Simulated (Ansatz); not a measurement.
Levels about the gap of amorphous Si24O36N8 (68 atoms in a cell of 894 Å³, 2.53 g/cm³; zone centre alone, so wide bands show as single levels with stretches between that a denser mesh fills), at the geometry that PBE relaxed, where it gives 0.0 GPa on a denser mesh. The participation number counts the atoms over which a state spreads; weights are charges in smoothed Voronoi cells. The levels come from a single point, so bond lengths are those of that geometry. Method of the levels: PBE, scalar-relativistic without spin-orbit coupling (Ansatz, a first-principles code). Sampling: the zone centre alone; Fermi-Dirac width 0.02 eV; no spin polarisation. At PBE the levels at the filled edge of the gap are localised (band-tail or defect states), and the nearest spread-out levels lie 4.5 eV apart at the zone centre.

The cell was made by melting and quenching with the CHGNet potential and then relaxed with DFT. O and N atoms were pushed apart under 1.9 Å during the dynamics, to hinder bonds among them. The hot cell started wider than the set density and was brought back towards it in steps. It is the lowest in DFT energy of 2 quenches. It is a model cell: composition and starting density were chosen by hand, and all elements were melted together. No dispersion term was used. Its density started from a set value of 2.77 and ended at 2.53 g/cm³. The quench (nominally 150 K/ps over its main leg) was far faster than any real one, so the model tends to hold more defects than a real film. Values belong to this one cell and scatter from quench to quench. Volume and shape were free in the relaxation.

```tsv
E - E(highest filled), eV	filling	participation number	largest on	weight N	weight O	weight Si
-0.79	filled	19.7	N, 3 neighbours	0.36	0.57	0.07
-0.68	filled	10.0	N, 3 neighbours	0.50	0.42	0.08
-0.51	filled	8.5	N, 3 neighbours	0.55	0.37	0.08
-0.47	filled	7.2	N, 3 neighbours	0.56	0.36	0.08
-0.32	filled	13.8	N, 3 neighbours	0.57	0.36	0.07
-0.27	filled	8.3	N, 3 neighbours	0.59	0.34	0.07
0.00	filled	5.4	N, 3 neighbours	0.68	0.25	0.07
4.21	empty	57.0	Si, 4 neighbours	0.12	0.53	0.35
5.39	empty	13.7	Si, 4 neighbours	0.13	0.37	0.50
5.72	empty	37.2	Si, 4 neighbours	0.12	0.42	0.46
5.91	empty	33.2	Si, 4 neighbours	0.11	0.44	0.45
6.10	empty	22.6	Si, 4 neighbours	0.11	0.37	0.51
6.25	empty	32.2	Si, 4 neighbours	0.13	0.41	0.47
6.42	empty	35.9	Si, 4 neighbours	0.11	0.46	0.43
```

Most localised among these is the filled level at +0.00 eV, on a N atom, which has 3 neighbours (Si 1.69 Å, Si 1.73 Å, Si 1.74 Å).
